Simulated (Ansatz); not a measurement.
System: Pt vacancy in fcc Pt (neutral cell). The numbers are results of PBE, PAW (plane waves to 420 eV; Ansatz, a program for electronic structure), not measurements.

Cell of 32 host sites held at the relaxed PBE lattice; a 3×3×3 k-point mesh shifted by half a step; Fermi-Dirac width 0.10 eV, spin-restricted; finite-size errors left in. Static, classical nuclei. Spin-orbit coupling is left out. Forms of the defect that were not tried may lie lower.

Barriers: single points on a 5×5×5 k-point mesh shifted by half a step at the bands' geometries (they differ from the bands' own by up to 0.09 eV, and are uncertain by about as much).

The only route run: one Pt atom jumps into the vacancy from a nearby Pt site; the atom moves 2.67 Å along (0.00, 0.47, -0.47) of the unit cell; the moving atom starts with neighbours 4 Pt at 2.74, 2 Pt at 2.81, 4 Pt at 2.83, Pt at 2.87 Å and ends with 4 Pt at 2.74, 2 Pt at 2.81, 4 Pt at 2.83, Pt at 2.87 Å. Its barrier is 1.26 eV. The saddle point's order was not checked, and it lies on a symmetry element of the cell, where a band can be held. The defect has 12 equivalent sites to jump to, 2.81 Å away. Attempt frequency: take 10 THz as a typical guess.

Estimate the defect's diffusion coefficient at 1200 K, how far it wanders in 1 h, and how much an error of 0.1 eV in the barrier would matter.

kT = 0.1034 eV, so each jump happens at Γ = ν exp(−E/kT) = 1.0e13 × exp(−12.18) ≈ 5.1e+07 s⁻¹. For uncorrelated jumps in a cubic host D = z λ² Γ / 6 = 12 × (2.81e-8 cm)² × 5.1e+07 / 6 ≈ 8.1e-08 cm²/s. The root-mean-square distance is √(6Dt) ≈ 400 µm. An error of 0.1 eV changes D by a factor exp(0.1/kT) ≈ 2.6, and the distance by its square root. This is the isolated defect's own diffusivity; trapping, its concentration and zero-point motion are left out.
